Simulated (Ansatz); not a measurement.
Consider CuI in the zinc blende structure (space group F-43m, No. 216).

```
CELL_PARAMETERS angstrom
      0.00000     2.96966     2.96966
      2.96966     0.00000     2.96966
      2.96966     2.96966     0.00000
ATOMIC_POSITIONS crystal
  Cu 0.00000 0.00000 0.00000
  I  0.25000 0.25000 0.25000
```

Cartesian axes are those of the cell as printed.

All numbers come from PBEsol in Ansatz (plane waves to 420 eV, PAW, spin-orbit coupling left out).

For the base:

- Valley order: Γ 1.17 eV; L along ⟨111⟩ 2.11 eV; X along ⟨100⟩ 2.47 eV

Now apply this change: uniaxial strain ε_zz = −1.00 %, all other strain components held at zero, atoms relaxed at fixed cell.

Task: Predict the new valley order and stress.

Result: The valley order (the lowest conduction-band minima on the path, energy above the VBM, named in the base's zone) changes from Γ 1.17 eV; L along ⟨111⟩ 2.11 eV; X along ⟨100⟩ 2.47 eV to Γ 1.19 eV; L along [1-11] 2.11 eV; X along [001] 2.41 eV; X along [100] 2.46 eV; the stress (xx, yy, zz, yz, xz, xy; compression positive) comes out as (0.44, 0.44, 0.63, 0.00, 0.00, 0.00) GPa.

With I present, leaving out spin-orbit coupling can change the band edges. The levels and masses belong to the bands next to the band gap. Whether these cells are dynamically stable was not tested. All final runs are without spin polarisation.

Ansatz is a first-principles code.
